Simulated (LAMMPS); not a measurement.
Simulation of bulk Si (diamond structure), 5328 atoms, in a Müller-Plathe heat-flux run near 300 K, 201 Å from hot to cold slab.

Computed with classical MD, pair style sw, file Si.sw (LAMMPS).

Heat flux 5.41e+10 W/m².

The lattice thermal conductivity at this length is 21.1 ± 0.5 W/(m K). The cost comes out as very roughly 40 core-minutes.

Potential: file Si.sw of the LAMMPS distribution; its header cites Stillinger and Weber,  Phys Rev B, 31, 5262, (1985).

Caution: lattice part alone, classical nuclei, a finite length: a lower bound where phonon paths are long.

The ± values are statistical; the model's systematic error is not in them.

```csv
distance from the cold slab (Å),T (K)
0.000,251.30
10.10,269.90
20.10,280.40
30.20,284.20
40.20,286.70
50.30,288.70
60.30,289.70
70.40,293.10
80.40,296.70
90.50,298.80
100.5,300.70
110.6,303.50
120.6,304.70
130.7,307.70
140.8,309.90
150.8,314.90
160.9,319.10
170.9,323.70
181.0,330.40
191.0,346.90
201.1,374.50
```
